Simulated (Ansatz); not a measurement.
# ZnS: response to strain

Start from ZnS in the zinc blende structure (space group F-43m, No. 216; a = 5.357 Å). Axes: x, y, z lie along the cube axes.

Strains are applied to the cell and any free atomic positions relax; under biaxial strain the out-of-plane vector relaxes too.

The values are results of PBEsol (Ansatz, a first-principles code), no spin-orbit coupling, not measurements.

```json
[
 {"biaxial strain, plane normal [111], relaxed out of plane (%)": "-2.5", "out-of-plane strain (%)": "1.68"},
 {"biaxial strain, plane normal [111], relaxed out of plane (%)": "-2.08", "out-of-plane strain (%)": "?"},
 {"biaxial strain, plane normal [111], relaxed out of plane (%)": "-1.67", "out-of-plane strain (%)": "1.11"},
 {"biaxial strain, plane normal [111], relaxed out of plane (%)": "-1.25", "out-of-plane strain (%)": "0.82"},
 {"biaxial strain, plane normal [111], relaxed out of plane (%)": "-0.83", "out-of-plane strain (%)": "0.54"},
 {"biaxial strain, plane normal [111], relaxed out of plane (%)": "-0.42", "out-of-plane strain (%)": "0.27"},
 {"biaxial strain, plane normal [111], relaxed out of plane (%)": "0", "out-of-plane strain (%)": "0.00"}
]
```

Task: Fit ε⊥ = −νε + γε² (strains in %) to the rows shown and predict the withheld row.

Result: Least squares on the printed values gives ν = 0.64 (the biaxial Poisson response) and γ = 0.012 (largest residual 0.00 %); this predicts 1.39 %, and the run gives 1.39 %, in agreement.

Stability against distortions was not tested.
